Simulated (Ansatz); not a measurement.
The starting structures come from a database of crystals and need not be the phases stable at ambient conditions.

Tunnelling through a barrier is set by its complex band structure: the current falls as exp(−2κd) with the smallest κ.

```
CELL_PARAMETERS angstrom
      6.92463     0.00000     0.00000
      0.00000     8.00565     0.00000
      0.00000     0.00000     5.56488
ATOMIC_POSITIONS crystal
  Pb 0.62871 0.31244 0.25000
  Pb 0.37129 0.68756 0.75000
  Pb 0.12871 0.18756 0.75000
  Pb 0.87129 0.81244 0.25000
  S  0.64886 0.03461 0.75000
  S  0.35114 0.96539 0.25000
  S  0.14886 0.46539 0.25000
  S  0.85114 0.53461 0.75000
  O  0.21478 0.93971 0.03047
  O  0.78522 0.06029 0.96953
  O  0.71478 0.56029 0.96953
  O  0.28522 0.43971 0.03047
  O  0.28522 0.43971 0.46953
  O  0.71478 0.56029 0.53047
  O  0.78522 0.06029 0.53047
  O  0.21478 0.93971 0.46953
  O  0.98058 0.69005 0.75000
  O  0.01942 0.30995 0.25000
  O  0.48058 0.80995 0.25000
  O  0.51942 0.19005 0.75000
```

Space group of this cell: Pnma. The cell was relaxed by PBE-D3(BJ); by r2SCAN its mean pressure is -4.2 GPa.

Transport runs along the normal of the first two printed cell vectors.

No gap correction and no spin-orbit coupling; mid-gap values are interpolated between computed energies.

Q: Give the band gap and the smallest decay constant κ at mid-gap that r2SCAN (Ansatz, a quantum-chemistry and plane-wave program) yields.

A: Gap 4.09 eV on a 6×4×6 mesh; κ = 0.394 1/Å, at (0.333, 0.000) of the in-plane reciprocal vectors. At the zone centre, at the nearest computed energy, the slowest state has κ = 0.41 1/Å.
